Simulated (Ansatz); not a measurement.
The starting structures come from a database of crystals and need not be the phases stable at ambient conditions.

 Where the default PAW files enter, the runs use the earlier of Ansatz's two default sets.

**Evanescent states of LaSF (P4/nmm, not sure to be the ambient phase, 6 atoms a cell, 19.0 Å³ an atom) along the normal of (110)**

These are r2SCAN (plane waves, PAW; Ansatz, a first-principles code) values and carry that method's errors.

No gap correction and no spin-orbit coupling; mid-gap values are interpolated between computed energies.

Energies count from the valence-band top; κ is the least over a 6×6 mesh across the current.

```
E (eV)  κ (1/Å)  where
------  -------  -----
0.05      0.083      Γ
0.15      0.111      Γ
0.25      0.131      Γ
0.35      0.148      Γ
0.45      0.162      Γ
0.55      0.174      Γ
0.65      0.185      Γ
0.75      0.194      Γ
0.85      0.202      Γ
0.95      0.210      Γ
1.05      0.216      Γ
1.15      0.222      Γ
1.25      0.227      Γ
1.35      0.210      Γ
1.45      0.191      Γ
1.55      0.168      Γ
1.65      0.140      Γ
1.75      0.103      Γ
1.85      0.032      Γ
```

Q: How thick must the barrier be to attenuate the transmission by 10^6 when the electrodes' Fermi level lies at 0.95 eV, and what attenuation does that film give at 0.15 eV?

A: d = 6 ln 10 / (2 × 0.210) = 32.9 Å. At 0.15 eV it gives 6 × 0.111/0.210 = 3.2 decades.
